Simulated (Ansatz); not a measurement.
A relaxation of cell and atoms of SnF3 (Fm-3m, 8 atoms in the cell) with Ansatz (a program for electronic structure).

Method of the run: PBEsol, PAW files made with PBE (plane waves; Ansatz).

```xyz
8
Lattice="0.0000 4.3124 4.3124 4.3124 0.0000 4.3124 4.3124 4.3124 0.0000" Properties=species:S:1:pos:R:3 pbc="T T T"
Sn     4.3124     4.3124     4.3124
Sn     0.0000     0.0000     0.0000
F      4.3124     6.2806     4.3124
F      4.3124     2.3443     4.3124
F      2.3443     4.3124     4.3124
F      6.2806     4.3124     4.3124
F      4.3124     4.3124     6.2806
F      4.3124     4.3124     2.3443
```

Reference input (self-consistent single point, DFT, PBEsol, plane waves, PAW files made with PBE): kpoints.mp_grid.grid = 6 6 6; hamiltonian.xc = pbesol; hamiltonian.pseudopotentials = {kind: paw} (an earlier, softer set of the program's PAW files); scf.occupations.method = fermi_dirac; scf.occupations.width = 0.0037 Ry. This run's input differs from it in these lines:

```diff
@@ -21,2 +21,4 @@
   occupations: { method: fermi_dirac, width: 0.0037 Ry }
+relax:
+  cell: {}
 output:
```

Output, abridged:

```
   [... SCF lines of the steps left out ...]
relax step   1: F+E_penalty+E_count = -16704.78265314 eV  Δ(F+E_penalty+E_count) = +0.000e0 eV  max|allowed force component| = 3.085e-1 eV/Å  Δτ_max = 0.0000 Å  P = +2.005 GPa  Ω = 160.399 Å³  (9 SCF iters, dr2 threshold 1.00e-7 eV, accepted)
relax step   2: F+E_penalty+E_count = -16704.80190897 eV  Δ(F+E_penalty+E_count) = -1.926e-2 eV  max|allowed force component| = 8.807e-2 eV/Å  Δτ_max = 0.0018 Å  P = +0.172 GPa  Ω = 163.838 Å³  energy of the carried Pulay correction = -5.881e-3 eV  [...]
   [... lines left out ...]
relax step   5: F+E_penalty+E_count = -16704.80929555 eV  Δ(F+E_penalty+E_count) = +3.116e-4 eV  max|allowed force component| = 1.615e-4 eV/Å  Δτ_max = 0.0002 Å  P = +0.005 GPa  Ω = 163.977 Å³  energy of the carried Pulay correction = -3.754e-4 eV  [...]
relax step   6: F+E_penalty+E_count = -16704.80970609 eV  Δ(F+E_penalty+E_count) = -4.105e-4 eV  max|allowed force component| = 1.584e-4 eV/Å  Δτ_max = 0.0000 Å  P = +0.007 GPa  Ω = 163.977 Å³  stress off target by 7.38e-3 GPa  SCF on the basis [...]
basis re-selected at this cell: Δ(F+E_penalty+E_count) = -4.105e-4 eV, ΔP = +0.002 GPa vs the last step
the relaxation is at rest under the 48 symmetry operations that the run kept from its start: a minimum is not shown …
Stability not checked: this state was not tested for a lower state beside it, because too few of the mixer's solves of this state at the end of the SCF gave a …
Free energy (F): -16704.809706 eV
Internal energy: -16704.809706 eV  (E = F + TS)
   [... lines left out ...]
Fermi energy:    2.682115 eV
  cell:  # Å, volume = 163.9769 Å³
   [... lines left out ...]
    - { symbol: F, position: [0.7288626997222354, 0.2711373002777646, 0.2711373002777646] }
    - { symbol: F, position: [0.2711373002777647, 0.7288626997222353, 0.7288626997222352] }
    - { symbol: F, position: [0.7288626997222353, 0.7288626997222353, 0.2711373002777647] }
    - { symbol: F, position: [0.2711373002777646, 0.2711373002777646, 0.7288626997222354] }
```

The run converged. 

Summary of the result:
```
Property                                                                                                             Result
------------------------------------------------  -------------------------------------------------------------------------
Free energy E − TS (on the zero of these files)                                                              -16704.8097 eV
Top of the valence band (on the code's own zero)                                                                    1.29 eV
Gap on the k-point mesh                                                                                             2.72 eV
Pressure                                                                                                           0.01 GPa
Final cell                                        a = 6.144 Å, b = 6.144 Å, c = 6.144 Å, α = 60.00°, β = 60.00°, γ = 60.00°
Final volume per atom                                                                                              20.50 Å³
Relaxation steps                                                                                                          6
```

The starting cell comes from a database of computed structures (which also holds hypothetical and non-ambient phases and stackings), without a prior relaxation at this level. Its lattice was rescaled by a random factor within 2.5 % of one. The relaxation keeps the symmetry of its start, so its end need not be a minimum. Ansatz's pressure includes its estimate of the finite-basis (Pulay) stress.

Cost on one core of a shared machine: roughly 30 s.

Keys are those of Ansatz 0.2.
